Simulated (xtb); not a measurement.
xtb 6.7.1, GFN1-xTB: Si(F)(GeH3)2(OMe) (CO[Si](F)([GeH3])[GeH3]), 15 atoms. The geometry is a generated start, not checked to be a minimum at this level.

* **run flags**: --grad
* **method**: GFN1-xTB
* **--acc**: 1 (default)
* **--etemp (K)**: 300 (default)
* **basis functions**: 60
* **valence electrons**: 38

```xyz
15

C     -1.8080    -1.4720    -0.2533
O     -1.3604    -0.1557    -0.1011
Si     0.1226     0.3994    -0.4149
F      0.2854     0.4656    -2.0280
Ge     1.7951    -1.1137     0.2060
Ge     0.0162     2.5525     0.4186
H     -1.5572    -1.8610    -1.2430
H     -2.8906    -1.4777    -0.1252
H     -1.3491    -2.1138     0.5073
H      3.1851    -0.5632     0.2302
H      1.6227    -1.7091     1.5709
H      1.8810    -2.3098    -0.6974
H      0.1525     3.6173    -0.6221
H      1.1299     2.8488     1.3779
H     -1.2252     2.8924     1.1741
```

One run each on 1 thread. Values of broydamp tried: 0.02, 0.05, 0.1, 0.2, 0.4 (default), 0.6, 0.8, 1.

How does the count of SCC iterations change with broydamp, and where is it least?

Fewest SCC iterations, within one of each other: 0.2 with 13, 0.4 (default) with 12, 0.6 with 12. The count rises to 22 at 0.02. All converge to one solution.

```json
[
 {"broydamp": "0.02", "SCC iterations": "22", "end": "same solution"},
 {"broydamp": "0.05", "SCC iterations": "19", "end": "same solution"},
 {"broydamp": "0.1", "SCC iterations": "17", "end": "same solution"},
 {"broydamp": "0.2", "SCC iterations": "13", "end": "same solution"},
 {"broydamp": "0.4 (default)", "SCC iterations": "12", "end": "same solution"},
 {"broydamp": "0.6", "SCC iterations": "12", "end": "same solution"},
 {"broydamp": "0.8", "SCC iterations": "15", "end": "same solution"},
 {"broydamp": "1", "SCC iterations": "17", "end": "same solution"}
]
```
